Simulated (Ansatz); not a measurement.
Functionals compared on the (31-40) surface of hcp Cd in its 1x1 cell, outermost plane spacing 0.24 Å in the ideal cut, in Ansatz (plane waves, PAW). The structure was relaxed with PBE; the other rows are single points on it, each with its references at the same level. Cutoff 420 eV (500 eV for r2SCAN).

Set-up: 30 atoms, 10.4 Å thick at the start (thin: gaps and levels are the slab's own); mesh 7x4x1; 0.1 eV smearing; dipole correction on; all atoms relaxed; held to the start's symmetry, so lower structures may exist; no spin, no spin-orbit, no U. These notes are the PBE run's.

| functional | surface energy (J/m²) | work function of the top face (eV) | rough cost of the single point |
|---|---|---|---|
| PBE | 0.49 | 3.91 | – |
| LDA | 0.88 | 4.24 | roughly 10 core-minutes |
| PBEsol | … | … | around 13 core-minutes (rough) |
| RPBE | 0.30 | 3.75 | around 12 core-minutes (rough) |
| r2SCAN | 0.68 | 3.96 | around 20 core-minutes (rough) |

### Question
What belongs in the gaps?

### Answer

- PBEsol, surface energy (J/m²): 0.76
- PBEsol, work function of the top face (eV): 4.01

Ansatz is a quantum-chemistry and plane-wave program.
